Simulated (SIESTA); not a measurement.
# Several settings converged on LaBPd₃ (P4mm, 5 atoms in the cell)

```xyz
5
Lattice="4.3953 0.0000 0.0000 0.0000 4.3953 0.0000 0.0000 0.0000 4.3953" Properties=species:S:1:pos:R:3 pbc="T T T"
La     0.0000     0.0000     0.0500
B      2.1977     2.1977     2.1977
Pd     0.0000     2.1977     2.1977
Pd     2.1977     0.0000     2.1977
Pd     2.1977     2.1977     0.0000
```

Base method: GGA PBEsol, numerical atomic orbitals DZP, PseudoDojo PBEsol standard norm-conserving potentials (rewritten from UPF to PSML) in SIESTA.

Base settings: XC.functional = GGA; XC.authors = PBEsol; potentials = PseudoDojo PBEsol standard; PAO.BasisSize = DZP; PAO.EnergyShift = 0.005 Ry; MeshCutoff = 300 Ry; kgrid.MonkhorstPack = 4 4 4; OccupationFunction = FD; ElectronicTemperature = 0.1 eV; MaxSCFIterations = 150.

Core times come from one kind of shared machine, to one figure; runs under 30 s give none.

**The k-point mesh**

The second cell is the first with its lattice scaled by 0.98.

Only quantities that move along the ladder and can be compared are tabulated.

```tsv
kgrid.MonkhorstPack	free energy less the last step's (meV/atom)	energy of the compressed cell less the first (meV/atom)	pressure (GPa)	largest difference of a force vector from the last step's (eV/Å)	core time / last (rough)
2 2 2	51.94	15.31	-2.04	0.020	0.7
4 4 4	2.84	11.59	-2.49	0.003	0.7
5 5 5	-0.32	12.15	-2.42	0.001	0.6
7 7 7	0.47	12.05	-2.43	0.001	1
8 8 8	0.00	12.17	-2.41	0.000	1
```

Coarsest kgrid.MonkhorstPack that holds the forces within 0.005 eV/Å of the last step, with all finer ones: 4 4 4; the step before is off by 0.020 eV/Å.

Coarsest kgrid.MonkhorstPack that holds the pressure within 0.2 GPa of the last step, with all finer ones: 4 4 4; the step before is off by 0.37 GPa.

Coarsest kgrid.MonkhorstPack that holds the energy of the compressed cell less the first within 1 meV/atom of the last step, with all finer ones: 4 4 4; the step before is off by 3.1 meV/atom.

The energy difference between the two cells stays within 1 meV/atom of the last step's from 4 4 4 on, the total only from 5 5 5 on: much of the error is common to both cells and cancels.

**The k-point mesh at a smearing width of 0.02 eV**

In this ladder: ElectronicTemperature = 0.02 eV.

Only quantities that move along the ladder and can be compared are tabulated.

| kgrid.MonkhorstPack | free energy less the last step's (meV/atom) | pressure (GPa) | largest difference of a force vector from the last step's (eV/Å) | core time / last (rough) |
|---|---|---|---|---|
| 3 3 3 | -13.57 | -1.52 | 0.016 | 0.3 |
| 5 5 5 | -1.43 | -2.38 | 0.007 | 0.4 |
| 7 7 7 | 0.79 | -2.46 | 0.002 | 0.3 |
| 10 10 10 | 0.00 | -2.38 | 0.000 | 1 |

Coarsest kgrid.MonkhorstPack that holds the free energy within 5 meV/atom of the last step, with all finer ones: 5 5 5, at about 0.4 of the last step's time; the step before is off by 14 meV/atom.

Coarsest kgrid.MonkhorstPack that holds the forces within 0.01 eV/Å of the last step, with all finer ones: 5 5 5, at about 0.4 of the last step's time; the step before is off by 0.016 eV/Å.

Coarsest kgrid.MonkhorstPack that holds the pressure within 0.5 GPa of the last step, with all finer ones: 5 5 5, at about 0.4 of the last step's time; the step before is off by 0.86 GPa.

On the base run: the starting cell comes from a database of computed structures (which also holds hypothetical and non-ambient phases and stackings), without a prior relaxation at this level. Its lattice was rescaled by up to half a per cent. One atom was moved a little off its site on purpose. Spin polarisation is off. Values carry the incompleteness of an atom-centred basis. Without a gap this mesh is coarse (it stands for a supercell whose shortest vector is 18 Å).
